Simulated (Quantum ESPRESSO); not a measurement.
Input and output of a self-consistent single point for Mg₂Ge (Fm-3m, 3 atoms in the cell) (Quantum ESPRESSO).

Method: PBE, spin-orbit coupling, PseudoDojo fully relativistic norm-conserving (PBE) pseudopotentials (plane waves; Quantum ESPRESSO 7.5).

```
CELL_PARAMETERS angstrom
      0.00000     3.19500     3.19500
      3.19500     0.00000     3.19500
      3.19500     3.19500     0.00000
ATOMIC_POSITIONS crystal
  Mg 0.25000 0.25000 0.25000
  Mg 0.75000 0.75000 0.75000
  Ge 0.00000 0.00000 0.00000
```

Reference input (self-consistent single point, DFT, PBE, plane waves, PseudoDojo standard norm-conserving (PBE) pseudopotentials): ecutwfc = 85 Ry; occupations = smearing; smearing = fd; degauss = 0.00147 Ry; potentials = {Mg: Mg.upf, Ge: Ge.upf}; K_POINTS = automatic 7 7 7 0 0 0; conv_thr = 1e-10 Ry; mixing_beta = 0.4. This run's input differs from it in these lines:

```diff
@@ -16,2 +16,4 @@
     degauss = 0.00147,
+    noncolin = .true.,
+    lspinorb = .true.,
 /
```

Its files differ too (potentials: PseudoDojo fully relativistic norm-conserving (PBE)).

The program printed (abridged):

```
     Self-consistent Calculation

     iteration #  1     ecut=    85.00 Ry     beta= 0.40

     Threshold (ethr) on eigenvalues was too large:
     Diagonalizing with lowered threshold

     total energy              =    -416.23445654 Ry
     estimated scf accuracy    <       0.11778478 Ry

     iteration #  2     ecut=    85.00 Ry     beta= 0.40

     total energy              =    -416.24421333 Ry
     estimated scf accuracy    <       0.01186154 Ry

     iteration #  3     ecut=    85.00 Ry     beta= 0.40

     total energy              =    -416.24496241 Ry
     estimated scf accuracy    <       0.00162687 Ry

   [... 5 blocks of this kind left out ...]

     iteration #  9     ecut=    85.00 Ry     beta= 0.40

     total energy              =    -416.24507807 Ry
     estimated scf accuracy    <          1.3E-09 Ry

     iteration # 10     ecut=    85.00 Ry     beta= 0.40
     End of self-consistent calculation

     the Fermi energy is     7.3526 ev

!    total energy              =    -416.24507807 Ry
     estimated scf accuracy    <          2.1E-11 Ry
     smearing contrib. (-TS)   =      -0.00000179 Ry
     internal energy E=F+TS    =    -416.24507627 Ry

     convergence has been achieved in  10 iterations

     Forces acting on atoms (cartesian axes, Ry/au):

     atom    1 type  1   force =    -0.00000000    0.00000000   -0.00000000
   [... zero for the other atoms too ...]

     Total force =     0.000000     Total SCF correction =     0.000000

          total   stress  (Ry/bohr**3)                   (kbar)     P=        8.10
   0.00005508  -0.00000000  -0.00000000            8.10       -0.00       -0.00
  -0.00000000   0.00005508  -0.00000000           -0.00        8.10       -0.00
  -0.00000000  -0.00000000   0.00005508           -0.00       -0.00        8.10

   JOB DONE.
```

The run converged in 10 iterations. Against the reference run the pressure moves little (0.80 to 0.81 GPa) and the gap on the mesh goes from 0.278 to 0.214 eV.

The starting cell has typed, rounded lattice constants, without a prior relaxation at this level.

Cost on one core of a shared machine: roughly 2 min.
